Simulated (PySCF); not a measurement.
PySCF 2.14.0, TPSSH/def2-svpd, df: Ba(Cl)(Br)(NH3)2 ([NH3]->[Ba](<-[NH3])([Cl])[Br]), 11 atoms. The geometry is a generated start, not checked to be a minimum at this level.

- task: energy
- method: tpssh
- basis: def2-svpd
- two-electron scheme: density fitting
- mol.max_memory: 3000 MB
- mf.max_cycle: 100
- mf.conv_tol: 1e-09 (default)
- mf.grids.level: 3 (default)
- effective core potentials: those of the basis set, past Kr
- basis functions: 182
- grid points: 149880

```xyz
11

Ba     0.2559     0.9296     1.0027
Cl     2.6152     2.0952     1.2079
Br    -1.9565     1.5624     2.6545
N      0.6214    -2.2736     1.0445
H      0.2466    -2.7816     0.2502
H      0.2046    -2.6689     1.8820
H      1.6180    -2.4630     1.0823
N     -0.8187     1.3383    -2.0219
H     -1.5661     2.0258    -2.0216
H     -1.1640     0.5167    -2.5067
H     -0.0564     1.7191    -2.5740
```

With the defaults (mf.init_guess = minao, mf.diis = true, mf.damp = 0, mf.diis_start_cycle = 1, mf.DIIS = CDIIS, mf.level_shift = 0, mf.diis_space = 8) it converges in 12 Fock builds. One run each on 2 threads, 1 BLAS thread, with these changes:
- mf.damp = 0.3, mf.diis_start_cycle = 4
- mf.DIIS = EDIIS
- mf.DIIS = ADIIS
- mf.diis = false
- mf.level_shift = 0.1 Hartree
- mf.init_guess = 1e
- mf.diis_space = 5
- mf.diis_space = 20
- mf.level_shift = 1 Hartree

### Question
Name the settings that don't reach the solution of the defaults.

### Answer
No convergence: mf.init_guess = 1e; mf.diis = false (the run ends without SCF convergence in 100 cycles). The rest reach the solution of the defaults.

```json
[
 {"setting": "the defaults", "Fock builds": "12", "end": "same solution"},
 {"setting": "mf.level_shift = 0.1 Hartree", "Fock builds": "12", "end": "same solution"},
 {"setting": "mf.diis_space = 20", "Fock builds": "12", "end": "same solution"},
 {"setting": "mf.damp = 0.3, mf.diis_start_cycle = 4", "Fock builds": "13", "end": "same solution"},
 {"setting": "mf.diis_space = 5", "Fock builds": "13", "end": "same solution"},
 {"setting": "mf.DIIS = ADIIS", "Fock builds": "16", "end": "same solution"},
 {"setting": "mf.level_shift = 1 Hartree", "Fock builds": "48", "end": "same solution"},
 {"setting": "mf.DIIS = EDIIS", "Fock builds": "86", "end": "same solution"},
 {"setting": "mf.init_guess = 1e", "Fock builds": "101", "end": "no convergence"},
 {"setting": "mf.diis = false", "Fock builds": "101", "end": "no convergence"}
]
```
